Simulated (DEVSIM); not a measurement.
Device: illuminated Si n-on-p cell, one wavelength, with a back-surface field, at 300 K.

Layer 1 from the left is Si, thickness (μm) 0.670, Nd (cm⁻³) 3.3e18, τn (s) 3.5e-7, τp (s) 1.4e-8, absorption coefficient (cm⁻¹) 240. Layer 2 from the left is Si, thickness (μm) 53.0, Na (cm⁻³) 2.5e16, τn (s) 1.3e-6, τp (s) 1.3e-6, absorption coefficient (cm⁻¹) 240. Layer 3 from the left is Si, thickness (μm) 0.240, Na (cm⁻³) 5.4e18, τn (s) 1.3e-6, τp (s) 1.3e-6, absorption coefficient (cm⁻¹) 240.

Left contact: ohmic, minority hole recombination velocity 20 cm/s. Right contact: ohmic, minority electron recombination velocity 50000 cm/s. Voltage is applied to the left contact. Recombination: SRH at mid-gap, radiative, Auger. Light enters at the left, 9.4e16 photons cm⁻² s⁻¹, one pass, no reflection. Mobility is μmin + (μ − μmin)/(1 + (N/Nref)^α).

This is a model device: material constants are rounded textbook-type values typed into the input, and sizes, dopings and lifetimes were drawn at random. Values at 300 K.

Si: gap (eV) 1.124, affinity (eV) 4.05, permittivity 11.7, Nc (cm⁻³) 2.86e19, Nv (cm⁻³) 3.1e19, μn (cm²/Vs) 1417, μp (cm²/Vs) 470, μn,min 52, μp,min 45, Nref,n 9.7e16, Nref,p 2.2e17, αn 0.68, αp 0.72, B (cm³/s) 4.7e-15, Cn (cm⁶/s) 2.8e-31, Cp (cm⁶/s) 9.9e-32.

Simulated with DEVSIM: 1D drift-diffusion, Boltzmann statistics, complete ionisation; no tunnelling, impact ionisation, image-force lowering or self-heating.

Dark forward current:

```
|V| (V)  |J| (A/cm²)
-------  -----------
0.05        1.988e-9
0.10        7.096e-9
0.15        2.141e-8
0.20        6.394e-8
0.25        2.027e-7
0.30        7.319e-7
0.35        3.191e-6
0.40        1.682e-5
0.45       0.0001015
0.50       0.0006596
0.55        0.004437
0.60         0.03020
0.65          0.2024
0.70           1.206
0.75           5.187
0.80           16.95
0.85           54.93
0.90           192.4
0.95           665.0
1.00            1973
1.05            4576
```

Question: Work out the local ideality factor n = ΔV / (kT/q · ln(J2/J1)) between the rows 0.15 and 0.20 V, 0.55 and 0.60 V, 1.00 and 1.05 V.

Answer: kT/q = 25.85 mV. From 0.15 to 0.20 V: ln(6.394e-8/2.141e-8) = 1.094, n = 1.77. From 0.55 to 0.60 V: ln(0.03020/0.004437) = 1.918, n = 1.01, near the 1 of diffusion or emission over a barrier. From 1.00 to 1.05 V: ln(4576/1973) = 0.841, n = 2.30.

Question: What current could the absorbed light give at most, and what share is collected?

Answer: Σ αd = 1.29, so qΦ(1 − exp(−Σ αd)) = 10.9 mA/cm². The simulated short-circuit current is 9.024 mA/cm², a share of 0.83.

Question: Estimate the open-circuit voltage by superposition: the voltage at which the dark current equals that short-circuit current.

Answer: Interpolating ln J in the table gives 0.569 V. The simulation gives 0.568 V, the same within the digits that matter. Superposition holds where collection doesn't change with voltage.

Question: Estimate the fill factor from FF0 = (v − ln(v + 0.72))/(v + 1), v = qVoc/(nkT), with n from the dark curve.

Answer: The rows about Voc, 0.55 and 0.60 V, give n = 1.01, so v = 21.8 and FF0 = 0.819. The simulation gives 0.817, the same within the digits that matter.
